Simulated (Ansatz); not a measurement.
Levels about the gap of amorphous Al30O48H6 (84 atoms in a cell of 933 Å³, 2.82 g/cm³; zone centre alone, so wide bands show as single levels with stretches between that a denser mesh fills), at the geometry that PBE relaxed, where it gives 0.0 GPa on a denser mesh. The participation number counts the atoms over which a state spreads; weights are charges in smoothed Voronoi cells. The levels come from a single point, so bond lengths are those of that geometry. Method of the levels: PBE, scalar-relativistic without spin-orbit coupling (Ansatz, a first-principles code). Sampling: the zone centre alone; Fermi-Dirac width 0.02 eV; no spin polarisation. At PBE the levels at the filled edge of the gap are localised (band-tail or defect states), and the nearest spread-out levels lie 4.0 eV apart at the zone centre.

A CHGNet melt-quench gave the starting glass, which DFT then relaxed. O atoms were pushed apart under 1.9 Å during the dynamics, to hinder bonds among them. The hot cell started wider than the set density and was brought back towards it in steps. It is the lowest in DFT energy of 2 quenches. It is a model cell: composition and starting density were chosen by hand, and all elements were melted together. No dispersion term was used. Its density started from a set value of 3.01 and ended at 2.82 g/cm³. The quench (nominally 1800 K/ps over its main leg) was far faster than any real one, so the model tends to hold more defects than a real film. One small periodic cell is one sample of the glass; other quenches scatter about these values. Volume and shape were free in the relaxation.

```csv
"E - E(highest filled), eV",filling,participation number,largest on,weight O,weight Al,weight H
-0.60,filled,5.2,"O, 2 neighbours",0.94,0.06,0.00
-0.58,filled,6.4,"O, 2 neighbours",0.93,0.05,0.01
-0.54,filled,10.3,"O, 2 neighbours",0.94,0.05,0.01
-0.48,filled,8.4,"O, 2 neighbours",0.94,0.05,0.01
-0.35,filled,5.9,"O, 2 neighbours",0.94,0.05,0.01
-0.06,filled,4.6,"O, 2 neighbours",0.95,0.05,0.00
0.00,filled,5.4,"O, 2 neighbours",0.95,0.04,0.00
3.14,empty,72.6,"Al, 4 neighbours",0.56,0.39,0.05
4.92,empty,39.0,"Al, 4 neighbours",0.58,0.39,0.03
5.10,empty,43.8,"O, 3 neighbours",0.60,0.36,0.04
5.36,empty,42.2,"Al, 4 neighbours",0.58,0.38,0.04
5.57,empty,38.3,"Al, 4 neighbours",0.56,0.37,0.06
5.63,empty,42.7,"Al, 4 neighbours",0.55,0.39,0.05
5.86,empty,58.3,"O, 3 neighbours",0.60,0.35,0.06
```

Most localised among these is the filled level at -0.06 eV, on a O atom, which has 2 neighbours (Al 1.71 Å, Al 1.74 Å).
